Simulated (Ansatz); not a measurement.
These are PBE (plane waves to 420 eV, PAW; Ansatz, a first-principles code) values and carry that method's errors.

Electrostatic potential energy of an electron, averaged over planes parallel to the surface, in eV from the Fermi level, for a constructed model of the (0001) surface of hcp Ru, a pseudomorphic layer of Sn in the host's stacking (bottom of the slab: a bare face, its two planes held):

(z (Å), V (eV)): (3.84, 5.08); (4.13, 5.07); (4.43, 5.07); (4.72, 5.07); (5.02, 5.05); (5.31, 5.03); (5.61, 4.97); (5.90, 4.85); (6.20, 4.60); (6.49, 4.06); (6.79, 2.95); (7.08, 0.57); (7.38, -5.51); (7.67, -16.94); (7.97, -26.38); (8.26, -26.80); (8.56, -17.93); (8.85, -6.64); (9.15, -1.70); (9.44, -4.12); (9.74, -14.12); (10.03, -24.92); (10.33, -28.16); (10.62, -21.43); (10.92, -9.82); (11.21, -2.55); (11.51, -3.00); (11.80, -11.27); (12.10, -22.71); (12.39, -28.25); (12.69, -23.61); (12.98, -12.36); (13.28, -3.28); (13.57, -1.79); (13.87, -7.41); (14.16, -18.88); (14.46, -27.35); (14.75, -26.35); (15.05, -16.66); (15.34, -5.79); (15.64, -1.90); (15.93, -5.35); (16.23, -16.02); (16.52, -26.09); (16.82, -27.76); (17.11, -19.77); (17.41, -8.29); (17.70, -2.47); (18.00, -4.66); (18.29, -14.66); (18.59, -25.18); (18.88, -27.89); (19.18, -20.72); (19.47, -9.19); (19.77, -2.06); (20.06, -1.24); (20.36, -4.86); (20.65, -9.23); (20.95, -8.17); (21.24, -5.81); (21.54, -7.40); (21.83, -9.06); (22.13, -5.32); (22.42, -0.39); (22.72, 1.84); (23.01, 2.86); (23.31, 3.33); (23.60, 3.54); (23.90, 3.63); (24.19, 3.67); (24.49, 3.69); (24.78, 3.70); (25.08, 3.70); (25.37, 3.70); (25.67, 3.70)

Slab: 7 atoms, 13.3 Å thick at the start with caps and adatoms (thin: gaps and levels are the slab's own); k 16x16x1, smearing 0.1 eV, dipole-corrected; 2 atoms held, the rest relaxed; held to the start's symmetry, so lower structures may exist; no spin, no spin-orbit, no U. In PBE it is, or lies within 0.01 eV a 1x1 cell of, the lowest of the 2 structures of its composition computed so far; subsurface sites and larger cells were not tried.

Q: The surface cell has an area of 6.41 Å². What dipole along the normal does the step between the two vacuum levels imply?

A: the top vacuum level lies 1.37 eV below the bottom one; p = −ε₀ A ΔV (ε₀ = 0.005526 e/(V·Å)) gives 0.05 e·Å a cell.
